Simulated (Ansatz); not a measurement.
Consider Ge (space group I4_1/amd, No. 141; a = 5.118 Å, c = 2.801 Å; a cell from a computed database, its experimental status unchecked).

Now apply this change: Ru takes the place of Ge on all its sites; the structure is relaxed again.

Levels (all Ansatz, a first-principles code, PAW): PBEsol (420 eV, no spin-orbit coupling); PBEsol+SOC (420 eV, noncollinear with spin-orbit coupling).

The geometry is relaxed with PBEsol.

* **PBEsol pressure**: 0.0 GPa

Problem. Predict the pressure from PBEsol+SOC.

Solution. The pressure goes from zero to 0.2 GPa.

Single points use the geometry relaxed with PBEsol. The spin-orbit shifts are approximate. Whether these cells are dynamically stable was not tested. As relaxed here, Ru is a hypothetical phase, not in the database extracts checked. The runs without spin-orbit coupling are not spin-polarised. This is not the structure that Ge has at room temperature and ambient pressure.
